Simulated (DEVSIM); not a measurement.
System: abrupt Si p-n junction, at 300 K.

```tsv
layer (left to right)	material	thickness (μm)	Nd (cm⁻³)	Na (cm⁻³)	τn (s)	τp (s)
1	Si	22.0	-	2.4e16	5.9e-5	5.9e-5
2	Si	32.0	1.2e17	-	5.9e-5	5.9e-5
```

Left contact: ohmic. Right contact: ohmic. Voltage is applied to the left contact. Recombination: SRH at mid-gap, Auger. Mobility is constant in doping.

Constants are typed, rounded textbook-type inputs, not results; the design itself was drawn at random and stands for no fabricated device. Values at 300 K; Nc and Nv go as T^1.5, mobilities as T to minus their exponent, the gap by Varshni's rule with the affinity fixed.

| parameter | Si |
|---|---|
| gap (eV) | 1.124 |
| affinity (eV) | 4.05 |
| permittivity | 11.7 |
| Nc (cm⁻³) | 2.86e19 |
| Nv (cm⁻³) | 3.1e19 |
| μn (cm²/Vs) | 1417 |
| μp (cm²/Vs) | 470 |
| T exponent of μn | 2.3 |
| T exponent of μp | 2.2 |
| Cn (cm⁶/s) | 2.8e-31 |
| Cp (cm⁶/s) | 9.9e-32 |
| Varshni α (eV/K) | 0.000473 |
| Varshni β (K) | 636 |

Simulated with DEVSIM: 1D drift-diffusion, Boltzmann statistics, complete ionisation; no tunnelling, impact ionisation, image-force lowering or self-heating.

The temperature was swept, all else fixed.

```json
[
 {"temperature (K)": "250", "potential step across the device at zero bias (V)": "0.876", "dark forward voltage at 1 A/cm² (V)": "0.745", "largest field in the device at zero bias (V/cm)": "72000", "dark forward voltage at 100 A/cm² (V)": "0.863"},
 {"temperature (K)": "300", "potential step across the device at zero bias (V)": "0.797", "dark forward voltage at 1 A/cm² (V)": "0.647", "largest field in the device at zero bias (V/cm)": "68000", "dark forward voltage at 100 A/cm² (V)": "0.792"},
 {"temperature (K)": "350", "potential step across the device at zero bias (V)": "0.716", "dark forward voltage at 1 A/cm² (V)": "0.547", "largest field in the device at zero bias (V/cm)": "64000", "dark forward voltage at 100 A/cm² (V)": "0.721"},
 {"temperature (K)": "400", "potential step across the device at zero bias (V)": "0.631", "dark forward voltage at 1 A/cm² (V)": "0.444", "largest field in the device at zero bias (V/cm)": "59000", "dark forward voltage at 100 A/cm² (V)": "0.647"},
 {"temperature (K)": "450", "potential step across the device at zero bias (V)": "0.544", "dark forward voltage at 1 A/cm² (V)": "0.340", "largest field in the device at zero bias (V/cm)": "54000", "dark forward voltage at 100 A/cm² (V)": "0.576"},
 {"temperature (K)": "500", "potential step across the device at zero bias (V)": "0.455", "dark forward voltage at 1 A/cm² (V)": "0.234", "largest field in the device at zero bias (V/cm)": "49000", "dark forward voltage at 100 A/cm² (V)": "0.502"}
]
```

From the first row to the last the potential step across the device at zero bias goes from 0.876 to 0.455. From the first row to the last the dark forward voltage at 1 A/cm² goes from 0.745 to 0.234.
